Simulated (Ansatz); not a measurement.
Given:

```
TlBr
1.0
    3.80258     0.00000     0.00000
    0.00000     3.80258     0.00000
    0.00000     0.00000     3.96302
Tl Br
1 1
Cartesian
  0.00000   0.00000   0.00000
  1.90129   1.90129   1.98151
```

Method: PBEsol+D3BJ with spin-orbit coupling, rigid bands (plane waves, PAW; Ansatz, an electronic-structure program). Condition of this run: uniaxial stress zz = -1 GPa (compression positive) (the target of the relaxation). Cell: cell and atoms relaxed with PBEsol+d3bj, then loaded as said.

Question: What conductivity effective mass do dilute electrons have at 300 K?

Answer: 0.26 (x), 0.26 (y), 0.29 (z) mₑ.

Question: What conductivity effective mass do dilute holes have at 300 K?

Answer: 0.42 (x), 0.42 (y), 0.20 (z) mₑ.

Question: And the band gap?

Answer: 0.59 eV at this level; semilocal functionals usually fall short of the measured gap.

Rigid bands, one relaxation time for all states, no polarons. Geometry: cell and atoms relaxed with PBEsol+D3(BJ).
